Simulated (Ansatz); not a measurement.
Base system: ZnSnP$_{2}$ in the chalcopyrite structure (space group I-42d, No. 122).

```
ZnSnP2
1.0
   -2.82559     2.82559     5.66361
    2.82559    -2.82559     5.66361
    2.82559     2.82559    -5.66361
Zn Sn P
2 2 4
Cartesian
  0.00000   2.82559   2.83180
  0.00000   0.00000   0.00000
  2.82559   0.00000   2.83180
  0.00000   0.00000   5.66361
  1.41280   1.29013  -1.41590
  1.41280   1.53547   4.24770
  1.53547  -1.41280   7.07951
  1.29013   4.23839   1.41590
```

The values are results of r2SCAN (Ansatz, a quantum-chemistry and plane-wave program; PAW; 500 eV plane waves; scalar-relativistic without spin-orbit coupling), earlier PAW set, not measurements.

One change was made to it. Results:

| quantity | base | after |
|---|---|---|
| valence-band top at Γ (three highest levels, from the VBM) | 0.00, 0.00, -0.01 eV | 0.00, 0.00, -0.02 eV |
| lattice parameter a | 5.651 Å | 5.554 Å |
| band gap | 1.24 eV | 1.47 eV |

Which of these changes matches the shifts?
A. pressure 9 GPa
B. pressure 4.2 GPa
C. pressure 45 GPa
D. pressure 1.8 GPa

B, pressure 4.2 GPa. For comparison, the band gap in the other runs: pressure 1.8 GPa gives 1.36 eV; pressure 9 GPa gives 1.37 eV; pressure 45 GPa gives 0.72 eV.

Load acts through the strain it causes; cell and atoms are relaxed under it. Whether these cells are dynamically stable was not tested. No other phases were tried under pressure.
